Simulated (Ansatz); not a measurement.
**Effect of pressure 5 GPa on Bi2SiO5**

The reference is Bi₂SiO₅ (space group Cmc2_1, No. 36; a = 15.169 Å, b = 5.481 Å, c = 5.327 Å; a cell from a computed database, its experimental status unchecked).

Now apply this change: a hydrostatic pressure of 5 GPa.

Level of theory: PBEsol, PAW, 420 eV (Ansatz, a program for electronic structure; no spin-orbit coupling). Settings: 5×5×5 k-points, 0.05 eV Fermi–Dirac smearing.

- Density: 8.32 g/cm³ (base 7.89 g/cm³)
- Shortest interatomic distance: 1.605 Å (base 1.616 Å)
- Band gap: 2.68 eV (base 2.70 eV)
- Gap character: indirect, Γ → Y (base indirect, Γ → Y)
- Smallest direct gap: 2.82 eV (base 2.73 eV)
- Mean gap deformation potential ΔEg/Δln V: +0.4 eV
- Electron mass: 1.1 mₑ along a, 0.41 mₑ along b, 0.39 mₑ along c (at Y) (base 1.7 mₑ along k, 0.41 mₑ across (at Y))
- Valley order (the lowest conduction-band minima on the path, energy above the VBM, named in the base's zone): Y (1/2, 1/2, 0) 2.68 eV; Z (0, 0, 1/2) 3.73 eV; S (0, 1/2, 0) 3.81 eV (base Y (1/2, 1/2, 0) 2.70 eV; Γ 2.73 eV; S (0, 1/2, 0) 3.74 eV; Z (0, 0, 1/2) 3.76 eV)

Spin-orbit coupling, missing from the scalar runs, can matter with Bi. Load acts through the strain it causes; cell and atoms are relaxed under it. Masses are band curvatures over ±0.01 Å⁻¹ around the edge. Along k means along the line from Γ to the band edge. Whether these cells are dynamically stable was not tested. Competing high-pressure phases were not computed.
